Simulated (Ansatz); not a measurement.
Output of an Ansatz run (abridged):

```
WARN ansatz: RAYON_NUM_THREADS=1 ignored (pool sized by the plan → 1); use --threads N
Pseudopotentials: kind: paw
Pseudopotential: Ti, paw, valence charge 12
Pseudopotential: B, paw, valence charge 3
Pseudopotential: Mo, paw, valence charge 14
Crystal: 4 atoms, lattice volume = 40.732 Å³
Basis set: ecut = 420 eV, 813 PW (Γ), exchange–correlation on 48×60×60 points (8 copies of the dense FFT grid, shifted against one another)
Bands: 20, of which v1, the nominal top of the filled ones, is band 16 counted from 1 (15 counted from 0)
Symmetry: 4 space group operations
Space group: Amm2 (ITA 38), of the structure as read, at distance tolerance 3.4e-5 Å
k-points: 125 of 729 (time reversal used)
PAW frozen core: Ti, regenerated for the run's functional, and the local potential with it
PAW frozen core: B, regenerated for the run's functional, and the local potential with it
PAW frozen core: Mo, regenerated for the run's functional, and the local potential with it
Initial density: superposition of atomic densities (neutral atoms: chi_scale 0, normalization atom), corrected by the library's trained network
Initial wavefunctions: pseudopotential atomic-orbital guess
Eigensolver: davidson
Functional: x = pbesol(κ = 0.804, μ = 0.12345679012345678), c = pbesol(β = 0.046)
SCF iter   1: F=—  HF=-7680.205822 eV  |F-HF|=—  |Δ(HF+E_count)|=         —  Δρ=8.01e-3  dr2=4.96e-2  ethr=1.77e-3  ⟨swp⟩=4.9  Hψ=10059  notcnv=0
all-band conjugate gradients solve this SCF's bands
preconditioner: auto → Kerker (q_TF=auto, 2.621 Å⁻¹)
SCF iter   2: F=—  HF=-7680.198824 eV  |F-HF|=—  |Δ(HF+E_count)|=   7.00e-3  Δρ=4.36e-3  dr2=1.47e-2  ethr=1.55e-4  ⟨swp⟩=1.0  Hψ=3501  notcnv=0
SCF iter   3: F=—  HF=-7680.195249 eV  |F-HF|=—  |Δ(HF+E_count)|=   3.58e-3  Δρ=5.14e-4  dr2=1.63e-4  ethr=4.60e-5  ⟨swp⟩=2.0  Hψ=3493  notcnv=0
SCF iter   4: F=—  HF=-7680.195206 eV  |F-HF|=—  |Δ(HF+E_count)|=   4.21e-5  Δρ=1.18e-4  dr2=6.62e-6  ethr=5.11e-7  ⟨swp⟩=2.0  Hψ=3469  notcnv=0
SCF iter   5: F=—  HF=-7680.195201 eV  |F-HF|=—  |Δ(HF+E_count)|=   4.94e-6  Δρ=2.92e-5  dr2=4.66e-7  ethr=2.07e-8  ⟨swp⟩=2.2  Hψ=3602  notcnv=0
SCF iter   6: F=-7680.195201 eV  HF=-7680.195201 eV  |F-HF|=9.64e-9  |Δ(HF+E_count)|=   8.83e-8  Δρ=5.54e-6  dr2=1.50e-8  ethr=3.13e-10  ⟨swp⟩=5.0  Hψ=9951  notcnv=0
SCF 1 converged in 6 iterations: F = -7680.195201 eV  dr2 = 1.50e-8
SCF converged after 6 iterations
Free energy (F): -7680.195201 eV
Harris-Foulkes:  -7680.195201 eV  (|F-HF|=9.64e-9)
Internal energy: -7680.193069 eV  (E = F + TS)
E sigma→0 (E₀):  -7680.194135 eV
Entropy (-TS):   -0.002133 eV (-0.533 meV/atom)
Fermi energy:    17.438728 eV
--- Per-component energies (eV) ---
  E_band       = -151.116728
  E_kinetic    = 815.646505
  E_local      = -1604.888491  (includes V_loc(G=0)·N_el)
  E_nonlocal   = 173.987834
  E_hartree    = 607.816975
  E_xc         = -346.886772
  E_vxc        = -431.256247  (∫ρ·V_xc dr)
  E_paw        = -4316.729946  (= ΣΔE_a)
  E_vpaw       = -320.241615  (= ΣTr[D̂ρ^β])
  E_aug_tail   = 0.000145  (compensation charges beyond the density's cutoff)
  E_ewald      = -3009.517425
  E_core_change = 0.378106  (= ΣΔE_core)
  E_smearing   = -0.002133  (= −TS)
  E_closure    = -0.000000  (closes the sum)
  Σ components = -7680.195201   (vs F -7680.195201, Δ=0.00e0)
--- Forces (eV/Å), atoms counted from 1 ---
  atom   1  Ti     0.00000000     0.00000000    -0.91337826
  atom   2  B      0.00000000     0.00000000     0.20995075
  atom   3  B      0.00000000     0.00000000     0.31078687
  atom   4  Mo     0.00000000     0.00000000     0.39271116
  max |Σ_I F_I| component: 7.05e-5 eV/Å
--- Stress (GPa, compression-positive) ---
       -1.646264       0.000000       0.000000
        0.000000      -3.698895       0.000000
        0.000000       0.000000      -2.228833
  P = ⅓ Tr σ = -2.5247 GPa (-25.247 kbar)
  The stress holds the Pulay correction. Without it, at fixed plane waves, as pw.x and ABINIT print it: P = -2.6466 GPa
--- Band table (eV; the first three rows and the last of 125) ---
  k-point 0: bands = ["-43.3968", "-38.8531", "-17.5957", "-17.5145", "-17.3646", "-15.2582", "-15.1750", "-15.1016", "5.4542", "10.5951", "13.5260", "14.2604", "14.5957", "14.6213", "16.8385", "17.6622", "18.0537", "18.0600", "19.7270", "19.8047"]
  k-point 1: bands = ["-43.3940", "-38.8514", "-17.5907", "-17.5516", "-17.3593", "-15.2601", "-15.1941", "-15.1014", "5.6423", "10.7464", "13.0192", "13.9099", "14.5657", "15.3791", "17.0734", "17.1932", "17.5807", "18.0348", "19.4960", "20.3529"]
  k-point 2: bands = ["-43.3870", "-38.8471", "-17.6456", "-17.5778", "-17.3460", "-15.2746", "-15.2316", "-15.1009", "6.1360", "11.0778", "12.1960", "14.1117", "14.2942", "15.6499", "16.6560", "17.1180", "17.6007", "18.0811", "18.9069", "20.7575"]
  k-point 124: bands = ["-43.3628", "-38.8305", "-17.7425", "-17.5638", "-17.5053", "-15.2955", "-15.2415", "-15.1735", "8.3348", "9.3388", "12.6481", "13.3872", "14.9431", "15.1231", "16.1637", "16.6912", "16.9033", "17.8584", "19.2029", "19.7589"]
```

The structure:

```xyz
4
Lattice="3.0671 0.0000 0.0000 0.0000 1.5808 4.2005 0.0000 -1.5808 4.2005" Properties=species:S:1:pos:R:3 pbc="T T T"
Ti     0.0000     0.0000     1.2875
B      1.5336     0.0000     4.6941
B      0.0000     0.0000     3.6960
Mo     1.5336     0.0000     7.1746
```

Question: Reconstruct the input of this run.

Answer: Other spellings and defaults could give the same log, and not every line can be read from it. The input that was run (DFT, PBEsol, plane waves, default PAW files made with PBE):

Ansatz 0.2 input:
```yaml
crystal:
  lattice:
    - [3.06714100, 0.00000000, 0.00000000]
    - [0.00000000, 1.58075800, 4.20051600]
    - [0.00000000, -1.58075800, 4.20051600]
  atoms:
    - { symbol: Ti, position: [0.00000000, 0.15325200, 0.15325200] }
    - { symbol: B, position: [0.50000000, 0.55875000, 0.55875000] }
    - { symbol: B, position: [0.00000000, 0.43994000, 0.43994000] }
    - { symbol: Mo, position: [0.50000000, 0.85402000, 0.85402000] }
basis:
  ecutwfc: 420.0
kpoints:
  mp_grid: { grid: [9, 9, 9] }
hamiltonian:
  xc: pbesol
  pseudopotentials: { kind: paw }
scf:
  occupations: { method: gaussian, width: 0.1 }
output:
  forces: true
  eigenvalues: true
  stress: true
```

The starting cell comes from a database of computed structures (which also holds hypothetical and non-ambient phases and stackings), without a prior relaxation at this level. Its lattice was rescaled by up to half a per cent. One atom was moved a little off its site on purpose. Spin polarisation is off. Ansatz's pressure includes its estimate of the finite-basis (Pulay) stress.

Ansatz is a program for electronic structure.
